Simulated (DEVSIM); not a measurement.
## Schottky contact on p-type Si

Device: Schottky contact on p-type Si, at 350 K.

```csv
layer (left to right),material,thickness (μm),Na (cm⁻³),τn (s),τp (s)
1,Si,4.00,1.2e17,0.0003,0.0003
2,Si,1.70,2.2e18,0.0003,0.0003
```

Left contact: Schottky, work function 4.664 eV, emission velocity 3.4e6 cm/s. Right contact: ohmic. Voltage is applied to the left contact. Recombination: SRH at mid-gap. Mobility is constant in doping.

Constants are typed, rounded textbook-type inputs, not results; the design itself was drawn at random and stands for no fabricated device. Values at 300 K; Nc and Nv go as T^1.5, mobilities as T to minus their exponent, the gap by Varshni's rule with the affinity fixed.

```
parameter               Si
----------------  --------
gap (eV)             1.124
affinity (eV)         4.05
permittivity          11.7
Nc (cm⁻³)          2.86e19
Nv (cm⁻³)           3.1e19
μn (cm²/Vs)           1417
μp (cm²/Vs)            470
T exponent of μn       2.3
T exponent of μp       2.2
Varshni α (eV/K)  0.000473
Varshni β (K)          636
```

Simulated with DEVSIM: 1D drift-diffusion, Boltzmann statistics, complete ionisation; no tunnelling, impact ionisation, image-force lowering or self-heating. Metal contacts follow the ideal Schottky-Mott rule: no Fermi-level pinning, no interface dipoles.

```yaml
potential_step_across_the_device_at_zero_bias: 0.410 V
Dark forward voltage at 100 A/cm²: 0.139 V
```

Dark forward current:

(V (V), J (A/cm²)): (-0.05, -5.6); (-0.10, -33); (-0.15, -140); (-0.20, -410); (-0.25, -840); (-0.30, -1400); (-0.35, -2000)
